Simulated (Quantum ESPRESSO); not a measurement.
Worked example: self-consistent single point of La4Sb3 (I-43d, 14 atoms in the cell) in Quantum ESPRESSO.

Computed with LDA (PZ), GBRV 1.5 ultrasoft (LDA) pseudopotentials (plane waves; Quantum ESPRESSO 7.5).

The change in words: lattice scaled by 1.015. Reference geometry:
```xyz
14
Lattice="4.9468 4.9468 4.9468 -4.9468 4.9468 4.9468 -4.9468 -4.9468 4.9468" Properties=species:S:1:pos:R:3 pbc="T T T"
La    -0.6960    -0.6960    -4.2508
La    -1.7774     6.7241     1.7774
La    -0.6960     0.6960    -0.6960
La    -6.7241    -1.7774    -1.7774
La     0.6960     4.2508    -0.6960
La     1.7774     1.7774    -6.7241
La    -4.2508     0.6960     0.6960
La    -3.1694     3.1694    -3.1694
Sb    -1.2367     0.0000    -7.4202
Sb    -3.7101     0.0000    -2.4734
Sb    -7.4202     1.2367     0.0000
Sb    -2.4734     3.7101     0.0000
Sb     0.0000     7.4202    -1.2367
Sb     0.0000     2.4734    -3.7101
```

Reference input (self-consistent single point, DFT, LDA (PZ), plane waves, GBRV 1.5 ultrasoft (LDA) pseudopotentials): ecutwfc = 40 Ry; ecutrho = 200 Ry; occupations = smearing; smearing = cold; degauss = 0.019992 Ry; potentials = {La: la_lda_v1.uspp.F.UPF, Sb: sb_lda_v1.4.uspp.F.UPF}; K_POINTS = automatic 4 4 4 1 1 1; conv_thr = 1e-10 Ry; mixing_beta = 0.4. This run's input differs from it in these lines:

```diff
@@ -11,3 +11,3 @@
     ibrav = 3
-    celldm(1) = 18.6960923414
+    celldm(1) = 18.9765352572
     nat = 14
```

Output, abridged:

```
     Self-consistent Calculation

     iteration #  1     ecut=    40.00 Ry     beta= 0.40

---- Real-time Memory Report at c_bands before calling an iterative solver
          1500 MiB given to the printing process from OS
           350 MiB allocation reported by mallinfo(arena+hblkhd)
------------------

     negative rho (up, down):  6.308E-01 0.000E+00

     total energy              =   -1925.97105860 Ry
     estimated scf accuracy    <       2.11941423 Ry

     iteration #  2     ecut=    40.00 Ry     beta= 0.40

---- Real-time Memory Report at c_bands before calling an iterative solver
   [... lines left out ...]
          1795 MiB given to the printing process from OS
           405 MiB allocation reported by mallinfo(arena+hblkhd)
------------------

     negative rho (up, down):  4.981E-01 0.000E+00

     total energy              =   -1926.14875621 Ry
     estimated scf accuracy    <          4.7E-10 Ry

     iteration # 13     ecut=    40.00 Ry     beta= 0.40

---- Real-time Memory Report at c_bands before calling an iterative solver
          1795 MiB given to the printing process from OS
           405 MiB allocation reported by mallinfo(arena+hblkhd)
------------------

     negative rho (up, down):  4.981E-01 0.000E+00
     End of self-consistent calculation

     the Fermi energy is     9.9016 ev

!    total energy              =   -1926.14875621 Ry
     estimated scf accuracy    <          3.3E-11 Ry
     smearing contrib. (-TS)   =      -0.01551977 Ry
     internal energy E=F+TS    =   -1926.13323645 Ry

     convergence has been achieved in  13 iterations

     negative rho (up, down):  4.981E-01 0.000E+00

     Forces acting on atoms (cartesian axes, Ry/au):

     atom    1 type  1   force =     0.00370802    0.00370802   -0.00370802
     atom    2 type  1   force =    -0.00370802    0.00370802    0.00370802
     atom    3 type  1   force =     0.00370802   -0.00370802    0.00370802
     atom    4 type  1   force =    -0.00370802   -0.00370802   -0.00370802
     atom    5 type  1   force =    -0.00370802    0.00370802    0.00370802
   [... lines left out ...]
     Total force =     0.018166     Total SCF correction =     0.000000
   [... lines left out ...]

     negative rho (up, down):  4.981E-01 0.000E+00
          total   stress  (Ry/bohr**3)                   (kbar)     P=      -77.34
  -0.00052576  -0.00000000   0.00000000          -77.34       -0.00        0.00
  -0.00000000  -0.00052576  -0.00000000           -0.00      -77.34       -0.00
   0.00000000  -0.00000000  -0.00052576            0.00       -0.00      -77.34

   JOB DONE.
```

The run converged in 13 iterations. Against the reference run the free energy goes up by 69.0 meV/atom, the pressure goes from -6.23 to -7.73 GPa and the largest force goes from 0.106 to 0.165 eV/Å.

The starting cell comes from a database of computed structures (which also holds hypothetical and non-ambient phases and stackings), without a prior relaxation at this level. Its lattice was rescaled by a random factor within 2.5 % of one. For this run, on top of that: lattice scaled by 1.015.

Cost on one core of a shared machine: roughly 9 min.
